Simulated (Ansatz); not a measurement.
## fcc Au (0 0 1) on zinc-blende AlAs (0 0 1) (film strained to the substrate, started from cuts of the bulks and a machine-learned relaxation; slabs Al5As6 and Au12, which can lie off the formulas)

A periodic stack without vacuum, fcc Au (0 0 1) on zinc-blende AlAs (0 0 1) (film strained to the substrate, started from cuts of the bulks and a machine-learned relaxation; slabs Al5As6 and Au12, which can lie off the formulas): substrate slab Al5As6, film Au12, surface cells [[1, 0], [1, 1]] and [[0, -1], [2, 1]], film strained by -2.6 and -2.6 %, outermost planes As/As and Au/Au as cut, which need not be the usual terminations and can put a slab off its formula.

The start was prepared with a machine-learned potential, and the result is one local minimum, with the in-plane cell held and forces under 0.04 eV/Å; the film can end far from its bulk form.

These are PBE (plane waves to 420 eV, PAW; Ansatz, an electronic-structure program) values and carry that method's errors. No spin–orbit coupling; the runs are not spin-polarised; PBE gaps are too small against experiment. Its k-point mesh 8×8×1, Fermi–Dirac width 0.05 eV.

```
Quantity                                                                                    Value
--------------------------------------------------------------------------------  ---------------
interface area                                                                            16.4 Å²
period                                                                                    29.14 Å
heights between the nearest atoms of the two slabs at the two interfaces          1.55 and 1.56 Å
As–Au contacts across the interfaces within 1.22 times the sum of covalent radii   8, mean 2.75 Å
hole barrier (PBE)                                                                        0.90 eV
electron barrier (PBE)                                                                    0.61 eV
```

```
CELL_PARAMETERS angstrom
      4.05006    -0.00070     0.09846
     -0.00047     4.05026     0.09545
      1.40344    -0.63990    29.18020
ATOMIC_POSITIONS crystal
  Al 0.08255 0.05757 0.18356
  Al 0.63359 0.55695 0.08507
  Al 0.98113 0.05516 0.38016
  Al 0.53187 0.55637 0.28186
  Al 0.43127 0.55449 0.47866
  As 0.10796 0.55798 0.13428
  As 0.66118 0.05783 0.03560
  As 0.00633 0.55578 0.33102
  As 0.55700 0.05692 0.23272
  As 0.90487 0.55116 0.52798
  As 0.45569 0.05494 0.42947
  Au 0.35595 0.04813 0.67106
  Au 0.85675 0.54746 0.66936
  Au 0.90180 0.05039 0.58100
  Au 0.38834 0.55057 0.60145
  Au 0.27965 0.04380 0.81920
  Au 0.77971 0.54308 0.81927
  Au 0.81809 0.04494 0.74512
  Au 0.31908 0.54531 0.74468
  Au 0.18918 0.04233 0.98193
  Au 0.69949 0.54456 0.96302
  Au 0.73886 0.04271 0.89471
  Au 0.23896 0.54296 0.89303
```
